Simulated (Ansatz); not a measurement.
Base system: BaTiO$_{3}$ in the cubic perovskite structure (space group Pm-3m, No. 221; a = 3.970 Å).

All numbers come from DFT with PBEsol, PAW potentials and a 420 eV plane-wave cutoff in Ansatz (an electronic-structure program), spin-orbit coupling left out.

For the base:

```
Item                    Result
-------------------  ---------
Pressure             -0.01 GPa
Smallest direct gap    1.89 eV
```

The change: the cell is scaled by 1.0345 in all directions, atoms relaxed at fixed cell.

### Question
What happens to the pressure, smallest direct gap and energy relative to the base?

### Answer
The pressure drops by 14.56 GPa (-0.01 GPa → -14.57 GPa); the smallest direct gap shrinks by 0.11 eV to 1.78 eV; the energy increases by 67 meV/atom.

The cells carry an imposed strain or load. Stability against distortions was not tested. All final runs are without spin polarisation. Many cubic perovskites are stable only at high temperature; tilts and polar distortions were not tested. This is not the structure that BaTiO3 has at room temperature and ambient pressure.
